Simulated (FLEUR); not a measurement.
FLEUR run on Mg (P6_3/mmc, 2 atoms in the cell): self-consistent single point.

Method: PBE, all-electron FLAPW (FLEUR), scalar-relativistic valence in FLEUR.

The change in words: lattice scaled by 0.98. Reference geometry:
```xyz
2
Lattice="3.2117 0.0000 0.0000 -1.6058 2.7814 0.0000 0.0000 0.0000 5.2055" Properties=species:S:1:pos:R:3 pbc="T T T"
Mg     0.0000     1.8543     1.3014
Mg     1.6058     0.9271     3.9041
```

Reference input (self-consistent single point, DFT, PBE, all-electron FLAPW (FLEUR), scalar-relativistic valence): Kmax = 3.8 1/bohr; GmaxXC = 13.3 1/bohr; xcFunctional = pbe; jspins = 1; l_soc = F; mode = gauss; fermiSmearingEnergy = 0.00367493 Htr; mesh (inpgen div1-3) = 12 12 7; inpgen gamma flag = true; Gmax = 13.3 1/bohr; numbands = 0; maxIterBroyd = 25. This run's input differs from it in these lines:

```diff
@@ -3,5 +3,5 @@
 &input film=f /
-3.2116701105 -0.0000000256 0.0000000000
--1.6058350330 2.7813879171 0.0000000000
-0.0000000000 0.0000000000 5.2054650000
+3.1474367697 -0.0000001966 0.0000000000
+-1.5737182146 2.7257602977 0.0000000000
+0.0000000000 0.0000000000 5.1013560000
 1.8897261246
@@ -43,5 +43,5 @@
          <bravaisMatrix>
-            <row-1>    6.0691769114088183    -0.0000000483769888     0.0000000000000000</row-1>
-            <row-2>   -3.0345884136580028     5.2560614095906484     0.0000000000000000</row-2>
-            <row-3>    0.0000000000000000     0.0000000000000000     9.8369032011909390</row-3>
+            <row-1>    5.9477934892287232    -0.0000003715201561     0.0000000000000000</row-1>
+            <row-2>   -2.9738964228884890     5.1509404439611632     0.0000000000000000</row-2>
+            <row-3>    0.0000000000000000     0.0000000000000000     9.6401657040849571</row-3>
          </bravaisMatrix>
```

The program printed (abridged):

```
 Iteration:     1   Distance:       2.72509838 me/bohr^3
 Iteration:     2   Distance:       2.58873450 me/bohr^3
 Iteration:     3   Distance:       0.51776178 me/bohr^3
 Iteration:     4   Distance:       0.16802430 me/bohr^3
 Iteration:     5   Distance:       0.07376267 me/bohr^3
 Iteration:     6   Distance:       0.00709258 me/bohr^3
 Iteration:     7   Distance:       0.00701366 me/bohr^3
 Iteration:     8   Distance:       0.00012908 me/bohr^3
 Iteration:     9   Distance:       0.00010675 me/bohr^3
 Iteration:    10   Distance:       0.00000718 me/bohr^3
 Run finished successfully
 Stop message:
   Structural relaxation: Done

[file out, last iteration]
             iter=     11
[...]
          total density-effective poten   -6.1274038586E+02
          total charge density-energy d   -3.2911355286E+01
 Updated energy parameters for spin:           1
[...]
 fermi energy and band-weighting factors:

[...]
FERMIE:
          first approx. to ef    (T=0)  :   0.140653 htr   (energy of the highest occ. eigenvalue)
          number of occ. states  (T=0)  :        763
          first approx. to seigv (T=0)  : -27.522924 htr
          sum of weights of occ. states :  10.008929
          sum of semicore charge        :   0.000000 e
          fermi energy=   0.14154 har   work function=  -3.85139 ev
          number of valence electrons=  20.00000
     band-weighting factor for spin=    1
   [... lines left out ...]
          total moment                 =     0.00000
 Direct bandgap for spin            1 :    1.8615295886449251E-002  Htr
   [... lines left out ...]
 ---->    (input%tkb*entropy) TS=              0.0000000000 htr
 ---->    free energy=                      -400.6692172646 htr
      extrapolation for T->0
 ---->    total electron energy=            -400.6692172646 htr
 ***** TOTAL FORCES ON ATOMS *****
 TOTAL FORCE FOR ATOM TYPE=  1  X=  2.974   Y= -1.717   Z=  2.410
                       FX_TOT= 0.000000 FY_TOT= 0.000000 FZ_TOT= 0.000000
 Structural relaxation: Done
```

The run converged in 10 iterations. FLEUR gives forces in its relaxation mode, with a further iteration, so its stop message speaks of a relaxation. Against the reference run the total energy goes up by 5.0 meV/atom.

The starting cell comes from a database of computed structures (which also holds hypothetical and non-ambient phases and stackings), without a prior relaxation at this level. Its lattice was rescaled by a random factor within 2.5 % of one. For this run, on top of that: lattice scaled by 0.98. Values depend on the basis (sphere radii, cutoffs, local orbitals), which need not be converged. The log's line on a gap gives a spacing of levels on this mesh, which the program prints for metals too.
